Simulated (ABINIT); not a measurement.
# A short convergence ladder for Cr (P-3m1, 2 atoms in the cell)

```xyz
2
Lattice="2.4363 0.0000 0.0000 -1.2181 2.1099 0.0000 0.0000 0.0000 4.4682" Properties=species:S:1:pos:R:3 pbc="T T T"
Cr     0.0000     1.4066     1.1671
Cr     1.2181     0.7033     3.3512
```

Base method: LDA (PW92), norm-conserving pseudopotentials (PseudoDojo nc-sr-04 LDA standard) (plane waves; ABINIT).

Base settings: pseudos = [Cr.upf]; ecut = 47 Ha; occopt = 7; tsmear = 0.00367493 Ha; ngkpt = 7 7 4; nshiftk = 1; shiftk = 0 0 0; potentials = PseudoDojo nc-sr-04 LDA standard; nband = 19; kptopt = 2.

The count of work is k-points × plane waves × bands × iterations; it is no time. 

**The k-point mesh**

The second cell is the first with its lattice scaled by 0.98.

Only quantities that move along the ladder and can be compared are tabulated.

```tsv
ngkpt	free energy less the last step's (meV/atom)	energy of the compressed cell less the first (meV/atom)	pressure (GPa)	largest difference of a force vector from the last step's (eV/Å)	count of work / last
3 3 2	219.41	20.24	-2.98	0.627	0.10
5 5 2	-61.60	2.95	-7.54	0.035	0.26
6 6 3	-7.28	7.99	-6.38	0.054	0.48
7 7 4	0.00	12.12	-5.53	0.000	1.0
```

Coarsest ngkpt that holds the forces within 0.02 eV/Å: not settled: the last two steps still differ by 0.054 eV/Å, over half the tolerance, so the ladder does not show it.

Coarsest ngkpt that holds the pressure within 1 GPa: not settled: the last two steps still differ by 0.86 GPa, over half the tolerance, so the ladder does not show it.

Coarsest ngkpt that holds the free energy within 5 meV/atom: not settled: the last two steps still differ by 7.3 meV/atom, over half the tolerance, so the ladder does not show it.

On the base run: the starting cell comes from a database of computed structures (which also holds hypothetical and non-ambient phases and stackings), without a prior relaxation at this level. Its lattice was rescaled by up to half a per cent. One atom was moved a little off its site on purpose. Spin polarisation is off. In the base run, with a pressure of about -6 GPa the cell is away from its equilibrium volume at this level. Without a gap this mesh is coarse (it stands for a supercell whose shortest vector is 17 Å).
